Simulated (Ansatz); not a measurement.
Worked calculations on one periodic cell of amorphous Ti₂₀O₄₁Zn: Ti20O41Zn, 62 atoms, volume 807.4 Å³, made by a melt-quench on the CHGNet potential and relaxed with DFT. O atoms were pushed apart under 1.9 Å during the dynamics, to hinder bonds among them. It is a model cell: composition and starting density were chosen by hand, and all elements were melted together. Cycles of charging were run to anneal it. Level of theory: PBE, scalar-relativistic without spin-orbit coupling (plane waves to 420 eV, PAW; Ansatz, an electronic-structure program). Sampling: a 2×2×2 Γ-centred mesh; Fermi-Dirac width 0.02 eV; no spin polarisation. Its volume was relaxed, its shape was free, and it stands at a mean pressure of 0.0 GPa with stress components up to 0.1 GPa; the relaxation ran on the zone centre alone. Its density went from a set 3.66 to 3.45 g/cm³. The cell is small and was quenched far faster than a real film, so it is one sample of the glass.

Task: Count formal charges (Ti +4, O -2, Zn +2). What does the count lead one to expect at the Fermi level, and what does the calculation give?

Result: 20 × (+4) + 41 × (-2) + 1 × (+2) = 0. The charges balance, so the anion-derived valence states can be full and a gap can open. On this mesh the highest filled and lowest empty level lie 2.58 eV apart, the PBE gap of this cell, with a localised state at one edge or both.

Four energies for an added electron at PBE on the zone centre alone (charged cells in a uniform background, spin-polarised): neutral at the neutral geometry -76653.047 eV; charged at the neutral geometry -76644.708 eV; charged and relaxed -76644.805 eV; neutral at the charged geometry -76652.879 eV.

Task: Find the two relaxation energies and their sum, the reorganisation energy.

Result: On charging: -76644.708 − (-76644.805) = 0.097 eV. On discharging: -76652.879 − (-76653.047) = 0.168 eV. The sum is 0.265 eV. The carrier's level spreads over 10 of the 62 atoms' worth, so it counts as partly localised, most on one Ti atom with neighbours O 1.78 Å, O 1.92 Å, O 1.93 Å, O 1.94 Å, O 2.02 Å (neutral geometry). The values are uncorrected: the image energy of a point charge in this cell, 2.84 × 14.40 / (2 × 9.3) = 2.2 eV before screening, is screened by electrons alone at the fixed geometry and by ions too after relaxing, and the carrier can be spread before it relaxes, so each term can be off by up to that value times 1/ε∞, some tenths of an eV. PBE's self-interaction favours spread-out carriers, so a hybrid can localise more.

Four energies for a hole at PBE on the zone centre alone (charged cells in a uniform background, spin-polarised): neutral at the neutral geometry -76653.047 eV; charged at the neutral geometry -76658.642 eV; charged and relaxed -76658.904 eV; neutral at the charged geometry -76652.387 eV.

Task: Find the two relaxation energies and their sum, the reorganisation energy.

Result: On charging: -76658.642 − (-76658.904) = 0.262 eV. On discharging: -76652.387 − (-76653.047) = 0.660 eV. The sum is 0.922 eV. The carrier's level spreads over 5 of the 62 atoms' worth, so it counts as localised, most on one O atom with neighbours Ti 1.90 Å, Ti 1.99 Å, Ti 2.02 Å (neutral geometry). The values are uncorrected: the image energy of a point charge in this cell, 2.84 × 14.40 / (2 × 9.3) = 2.2 eV before screening, is screened by electrons alone at the fixed geometry and by ions too after relaxing, and the carrier can be spread before it relaxes, so each term can be off by up to that value times 1/ε∞, some tenths of an eV. PBE's self-interaction favours spread-out carriers, so a hybrid can localise more.
